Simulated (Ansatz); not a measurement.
The reference is B2O3 (space group Cmc2_1, No. 36; a = 7.8261 Å, b = 4.6243 Å, c = 4.1344 Å; a cell from a computed database, its experimental status unchecked). Axes: x, y, z lie along a, b, c of the conventional cell.

Computed with Ansatz (a first-principles code), PBEsol, PAW, cutoff 420 eV, no spin-orbit coupling.

For the base:

| Item | Value |
|---|---|
| Gap character | indirect, k = (0.125, -0.125, 3/8) in the run's primitive reciprocal basis → Γ |

One thing is altered: biaxial strain +1.71 %, plane normal [001], relaxed out of plane (Cartesian); in-plane vectors clamped, the third vector and the atoms free.

**Question.** How does this affect the out-of-plane strain?

**Answer.** The out-of-plane strain amounts to -0.29 %.

**Question.** Predict the new gap character.

**Answer.** The gap character is still indirect, k = (0.125, -0.125, 3/8) in the run's primitive reciprocal basis → Γ.

No phonon test of stability was made.
